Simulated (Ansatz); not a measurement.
MoSi2, pressure series

The parent structure is MoSi2 (space group I4/mmm, No. 139).

```xyz
3
Lattice="-1.6085 1.6085 3.9365 1.6085 -1.6085 3.9365 1.6085 1.6085 -3.9365" Properties=species:S:1:pos:R:3 pbc="T T T"
Mo     0.0000     0.0000     0.0000
Si     0.0000     0.0000     2.6384
Si     0.0000     0.0000     5.2347
```

Cell and atoms are relaxed at each pressure.

All numbers come from plane-wave PAW DFT at the PBE level (Ansatz, a quantum-chemistry and plane-wave program, 420 eV), no SOC.

Candidates:
(a) pressure −2 GPa
(b) pressure 7 GPa
(c) pressure 75 GPa
(d) pressure 15 GPa
(e) pressure 30 GPa

For the base:

```
Property   Result
---------  ------
c/a ratio   2.447
```

Problem. Order them by c/a ratio, lowest first.

Solution. (a) pressure −2 GPa (2.446), (b) pressure 7 GPa (2.453), (d) pressure 15 GPa (2.458), (e) pressure 30 GPa (2.468), (c) pressure 75 GPa (2.491)

Load acts through the strain it causes; cell and atoms are relaxed under it. Stability against distortions was not tested. No other phases were tried under pressure. The final runs are not spin-polarised.
